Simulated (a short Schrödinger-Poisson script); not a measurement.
MOS inversion layer, SiO2 on p-type InP

Structure: MOS inversion layer, SiO2 on p-type InP, at 400 K.

```csv
layer,material,thickness (nm),Na (cm⁻³)
1,SiO2,2.3,-
2,InP,870,3e17
```

Constants are typed, rounded textbook-type inputs, not results; the design itself was drawn at random and stands for no fabricated device. SiO2: permittivity 3.9, conduction-band edge (eV) 3.48, gap (eV) 9, electron mass (mₑ) 0.5. InP: permittivity 12.5, conduction-band edge (eV) 0, gap (eV) 1.344, Nv at 300 K (cm⁻³) 1.1e19.

Channel valleys (confinement mass, in-plane density-of-states mass, number): Γ 0.08, 0.08, 1. At the gate the conduction-band edge of layer 1 lies 3.69 eV − eVg above the Fermi level of the channel; the field vanishes at the back. Gaps are held at their typed values at every temperature. Mesh 0.03 nm at interfaces.

From a short Schrödinger-Poisson script (our own, NumPy): 1D Poisson equation in equilibrium, electrons quantum, Hartree (BenDaniel-Duke, 12 states a valley, the channel's in-plane mass for all, wave functions ending at the dielectric), parabolic valleys, classical holes, full ionisation, no traps, pinning or gate leakage.

```csv
Vg (V),electrons (cm⁻²),C (μF/cm²),Γ E0 (meV),Γ E1 (meV)
0.1,1.33e6,0.157,472.6,587.3
0.2,1.51e7,0.151,388.6,507.8
0.3,1.76e8,0.145,303.8,427.3
0.4,2.08e9,0.146,218.6,346.0
0.5,2.31e10,0.208,135.2,266.5
0.6,1.61e11,0.472,66.2,201.3
0.7,5.00e11,0.708,22.0,161.2
0.8,9.58e11,0.818,-7.7,135.7
0.9,1.47e12,0.873,-31.1,116.5
1,2.02e12,0.906,-51.4,100.5
1.1,2.58e12,0.928,-70.0,86.2
1.2,3.15e12,0.944,-87.6,73.0
1.3,3.74e12,0.957,-104.5,60.7
1.4,4.33e12,0.968,-120.8,49.2
1.5,4.93e12,0.978,-136.7,38.3
1.6,5.54e12,0.987,-152.1,28.0
1.7,6.15e12,0.996,-167.2,18.3
1.8,6.77e12,1.00,-181.9,9.1
1.9,7.39e12,1.01,-196.4,0.3
```

Gate voltages with under 1e6 electrons/cm² are left out.

Subbands count from the Fermi level.

Above a few 1e12 electrons/cm² a light Γ valley is non-parabolic and upper valleys begin to fill, which the model leaves out.
